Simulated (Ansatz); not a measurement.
## Ge (model structure, started from the C4 type, I4₁32, No. 214, 4 atoms in the cell): properties by level of theory

```json
[
 {"level (code)": "PBE (Ansatz)", "lattice constant a (Å)": "6.922", "cohesive energy (eV/atom)": "2.85"},
 {"level (code)": "PBEsol (Ansatz)", "lattice constant a (Å)": "6.800", "cohesive energy (eV/atom)": "3.18"},
 {"level (code)": "PBE-D3(BJ) (Ansatz)", "lattice constant a (Å)": "6.844", "cohesive energy (eV/atom)": "3.04"},
 {"level (code)": "r²SCAN (Ansatz)", "lattice constant a (Å)": "6.777", "cohesive energy (eV/atom)": "2.85"}
]
```

Ansatz's density-functional and Hartree–Fock values are scalar-relativistic unless marked +SOC, with PAW data made under PBE.

Free atoms are spin-polarised, in the lowest state found; at levels without +SOC their spin–orbit coupling is left out.

Computed values are for the static lattice.

A model structure was made by putting elements into a prototype or built by hand; it is no filed structure, need not be a known phase, and can be a saddle point held by its symmetry.

Ansatz is a first-principles code.
